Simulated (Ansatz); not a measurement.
# Cu (I4/mmm): band-structure transport figures

Consider the following.

```xyz
1
Lattice="0.0000 1.7901 1.7629 1.7901 0.0000 1.7629 1.7901 1.7901 0.0000" Properties=species:S:1:pos:R:3 pbc="T T T"
Cu     0.0000     0.0000     0.0000
```

The numbers are results of PBEsol, rigid bands (plane waves, PAW, scalar-relativistic; Ansatz, an electronic-structure program), not measurements. Condition of this run: uniaxial stress zz = 1 GPa (compression positive) (the target of the relaxation). Cell: cell and atoms relaxed with PBEsol, then loaded as said.

- density of states at the Fermi level = 0.299 states/(eV·cell), both spins
- bare Sommerfeld coefficient = 0.70 mJ/(mol of atoms·K²)
- Drude plasma energy = 9.1 eV
- root-mean-square Fermi velocity = 1.1e6 m/s
- resistivity times τ = 5.9 ×10⁻²² Ω·m·s
- resistivity times mean free path = 6.5 ×10⁻¹⁶ Ω·m²

A metal at this level (no band gap); rigid bands, thermally averaged at 300 K, both spins. Spin-orbit coupling is left out. τ is one relaxation time for all states; the product of resistivity and mean free path takes one path for all states instead.
